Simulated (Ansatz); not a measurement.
## (Mo,Ru): Mo₃Ru

A 16-atom cell of (Mo,Ru) started in the body-centred cubic structure, site fractions Mo 0.750, Ru 0.250, short-range order 0.00 among the nearest mixed sites of the first mixed sublattice (0 is random, a negative value favours unlike neighbours), space group P1 at the end.

The numbers are results of PBE (plane waves to 420 eV, PAW; Ansatz, a program for electronic structure), not measurements. Spin–orbit coupling is left out; the runs are not spin-polarised. Its k-point mesh 5×6×5, Fermi–Dirac width 0.05 eV.

* **volume per atom**: 15.40 Å³
* **Mo–Mo bonds (within 1.22 times the sum of covalent radii)**: 2.896 Å on average, from 2.615 to 3.254 (62)
* **Mo–Ru bonds (within 1.22 times the sum of covalent radii)**: 2.904 Å on average, from 2.573 to 3.451 (44)
* **Ru–Ru bonds (within 1.22 times the sum of covalent radii)**: 2.869 Å on average, from 2.736 to 2.962 (6)
* **check of the structure type**: not passed: over a tenth of the atoms count other neighbours than the ideal type within 1.2 times their shortest bond (scaled by covalent radii), so no mixing enthalpy is given

```yaml
crystal:
  lattice:
    - [1.55979, -4.74949, -4.67227]
    - [4.66155, 1.57639, 4.67313]
    - [-4.66744, -4.76298, 1.57488]
  atoms:
    - { symbol: Ru, position: [0.86078, 0.26723, 0.87349] }
    - { symbol: Mo, position: [0.94174, 0.11957, 0.43444] }
    - { symbol: Mo, position: [0.42666, 0.11400, 0.93684] }
    - { symbol: Mo, position: [0.50110, 0.99559, 0.49695] }
    - { symbol: Mo, position: [0.74236, 0.49705, 0.74146] }
    - { symbol: Mo, position: [0.82056, 0.37514, 0.30830] }
    - { symbol: Mo, position: [0.30923, 0.37282, 0.81997] }
    - { symbol: Mo, position: [0.37933, 0.25868, 0.37430] }
    - { symbol: Mo, position: [0.62532, 0.75110, 0.62827] }
    - { symbol: Ru, position: [0.69096, 0.61919, 0.16981] }
    - { symbol: Ru, position: [0.99157, 0.98164, 0.99891] }
    - { symbol: Mo, position: [0.17739, 0.62112, 0.69190] }
    - { symbol: Mo, position: [0.25396, 0.49996, 0.25682] }
    - { symbol: Mo, position: [0.57244, 0.89216, 0.05798] }
    - { symbol: Mo, position: [0.05732, 0.88302, 0.56637] }
    - { symbol: Ru, position: [0.14929, 0.75173, 0.14419] }
```
